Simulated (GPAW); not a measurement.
Band structure of SnAu (P6_3/mmc, 4 atoms in the cell).

```xyz
4
Lattice="4.3562 0.0000 0.0000 -2.1781 3.7726 0.0000 0.0000 0.0000 5.5878" Properties=species:S:1:pos:R:3 pbc="T T T"
Sn     2.1781     1.2575     4.1909
Sn     0.0000     2.5151     1.3970
Au     0.0000     0.0000     2.7939
Au     0.0000     0.0000     0.0000
```

Method: LDA (Perdew-Wang 92), GPAW PAW datasets LDA (gpaw-data 1.0.1) (plane waves; GPAW).

Settings: mode = pw; ecut = 550 eV; xc = LDA; kpts = 9 9 6; mesh shift (steps) = 0 0 0; occupations.name = fermi-dirac; occupations.width = 0.1 eV; nbands = -8; convergence.forces = 0.001 eV/Å; symmetry.symmorphic = false; symmetry.tolerance = 0.0005; maxiter = 150; bandpath_npoints = 40.

The starting cell comes from a database of computed structures (which also holds hypothetical and non-ambient phases and stackings), without a prior relaxation at this level. Its lattice was rescaled by a random factor within 2.5 % of one. Spin-orbit coupling is off.

Levels in eV from the Fermi level, bands 22 to 29:
```tsv
point	22	23	24	25	26	27	28	29
Γ	-3.71	-0.91	0.94	0.94	2.79	2.95	3.28	3.28
M	-3.70	-2.06	-1.77	-1.72	-1.25	0.73	3.70	4.70
K	-3.74	-3.74	-1.25	-0.13	-0.13	0.93	0.93	1.46
A	-4.71	0.01	0.01	2.55	2.55	2.55	2.55	4.58
L	-4.34	-3.81	-3.81	0.60	0.60	1.61	1.61	4.72
H	-4.58	-3.23	-3.23	-2.17	-2.17	4.89	4.89	5.85
```

Bands cross the Fermi level along this path, so the cell is metallic at this level.
